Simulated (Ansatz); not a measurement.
## Relaxation of the atoms of Mg14GaSb (P-6m2, 16 atoms in the cell) at several settings

```xyz
16
Lattice="6.3585 0.0000 0.0000 -3.1793 5.5066 0.0000 0.0000 0.0000 10.2654" Properties=species:S:1:pos:R:3 pbc="T T T"
Mg    -1.5891     2.7536     0.0000
Mg     0.0000     5.5060     0.0000
Mg     1.5891     2.7536     0.0000
Mg     4.7633     2.7501     5.1327
Mg     3.1793     0.0064     5.1327
Mg     1.5952     2.7501     5.1327
Mg    -1.5793     4.5829     2.5357
Mg     1.5793     4.5829     7.7297
Mg     0.0000     1.8475     2.5357
Mg    -1.5793     4.5829     7.7297
Mg     1.5793     4.5829     2.5357
Mg     0.0000     1.8475     7.7297
Mg     3.1793     1.8355     2.5714
Mg     3.1793     1.8355     7.6940
Ga     0.0000     0.0000     0.0000
Sb     0.0000     0.0000     5.1327
```

Base: PBEsol, default PAW files made with PBE in Ansatz (a quantum-chemistry and plane-wave program). Its settings: basis.ecutwfc = 420 eV; kpoints.mp_grid.grid = 5 5 3; hamiltonian.xc = pbesol; hamiltonian.pseudopotentials = {kind: paw} (the program's default PAW files); scf.occupations.method = fermi_dirac; scf.occupations.width = 0.05 eV. Starting volume 22.46 Å³ per atom.

Each line gives the change from the base single point and the result:

- atoms moved at random; relax: default → atoms; relax.f_tol: default → 0.005 eV/Å: pressure -0.87 GPa; largest force (vector length) 0.002 eV/Å; relaxation steps 4; free energy against the base single point -0.1 meV/atom.
- atoms moved at random; scf.convergence.dr2_threshold: default (1e-07 eV) → 0.001 eV; relax: default → atoms; relax.f_tol: default → 0.03 eV/Å: pressure -0.87 GPa; largest force (vector length) 0.010 eV/Å; relaxation steps 3; free energy against the base single point -0.1 meV/atom.
- relax: default → atoms: pressure -0.87 GPa; largest force (vector length) 0.004 eV/Å; relaxation steps 3; free energy against the base single point -0.1 meV/atom.

The starting cell comes from a database of computed structures (which also holds hypothetical and non-ambient phases and stackings), without a prior relaxation at this level. Ansatz's pressure includes its estimate of the finite-basis (Pulay) stress. The run gives no clean gap (levels at the Fermi energy touch, overlap or are partly filled at this smearing), which alone does not show that the compound is a metal.

Keys are those of Ansatz 0.2.
